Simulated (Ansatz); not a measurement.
The starting structures come from a database of crystals and need not be the phases stable at ambient conditions.

 Where the default PAW files enter, the runs use the earlier of Ansatz's two default sets.

# Evanescent states of MgPb2WO6 (Fm-3m, not sure to be the ambient phase, 10 atoms a cell, 13.2 Å³ an atom, -8 GPa at this level) along the normal of (001)

Calculation: r2SCAN (plane waves, PAW; Ansatz, an electronic-structure program).

The gap is the functional's own, uncorrected, and κ follows it; spin-orbit coupling is left out. Mid-gap values are interpolated between the computed energies.

Energies count from the valence-band top; κ is the least over a 6×6 mesh across the current.

```csv
E (eV),κ (1/Å),where
0.07,0.072,Γ
0.21,0.120,Γ
0.35,0.149,Γ
0.49,0.170,Γ
0.63,0.186,Γ
0.77,___,Γ
0.91,___,Γ
1.05,___,Γ
1.19,___,Γ
1.33,___,Γ
1.47,___,Γ
1.61,___,Γ
1.75,___,Γ
1.89,___,Γ
2.03,___,Γ
2.17,0.204,Γ
2.31,0.196,Γ
2.45,0.185,Γ
2.59,0.172,Γ
2.73,0.081,Γ
```

Task: Fill in the missing entries.

Result: 
- 0.77, κ (1/Å): 0.198
- 0.91, κ (1/Å): 0.207
- 1.05, κ (1/Å): 0.214
- 1.19, κ (1/Å): 0.219
- 1.33, κ (1/Å): 0.221
- 1.47, κ (1/Å): 0.223
- 1.61, κ (1/Å): 0.222
- 1.75, κ (1/Å): 0.220
- 1.89, κ (1/Å): 0.216
- 2.03, κ (1/Å): 0.211
